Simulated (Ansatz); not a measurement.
Take W in the bcc (W type) structure (space group Im-3m, No. 229; a = 3.154 Å; relaxed with 0.1 eV smearing) as the base. Axes: x, y, z lie along the cube axes.

Calculations: PBEsol (Ansatz, an electronic-structure program), without spin-orbit coupling.

For the base:

```
Quantity                        Result
-----------------------------  -------
Shortest interatomic distance  2.732 Å
Pressure                       0.0 GPa
```

Now apply this change: biaxial strain +1.00 %, plane normal [001], relaxed out of plane (Cartesian); in-plane vectors clamped, the third vector and the atoms free.

### Question
Predict the new shortest interatomic distance, ratio −ε⊥/ε∥ and pressure.

### Answer
The shortest interatomic distance goes up by 0.011 Å to 2.743 Å; the ratio −ε⊥/ε∥ is 0.76; the pressure (mean of the normal stresses, compression positive) goes from zero to -3.8 GPa.

Stability against distortions was not tested. The final runs are not spin-polarised.
